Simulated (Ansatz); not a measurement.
The reference is HgSe in the zinc blende structure (space group F-43m, No. 216; a = 6.1328 Å). Axes: x, y, z lie along the cube axes.

Computed with PBEsol (Ansatz, a quantum-chemistry and plane-wave program), no spin-orbit coupling.

It is then changed as follows: the cell is scaled by 0.9850 in all directions; the atoms relax in the strained cell.

Problem. Predict the stress tensor and what it implies for the stiffness.

Solution. Stress of the strained cell less that of the base (GPa, compression positive):
```
    2.6     0.0     0.0
    0.0     2.6     0.0
    0.0     0.0     2.6
```

Then B = −ΔP/(ΔV/V₀) with ΔV/V₀ = -0.0443 gives secant stiffness values (nonlinear terms included at this strain): B ≈ 59 GPa.

As a check, the harmonic strain energy −½ V₀ Δσ:ε is 11 meV/atom; the computed energy rise is 10 meV/atom.

Whether these cells are dynamically stable was not tested. All final runs are without spin polarisation.
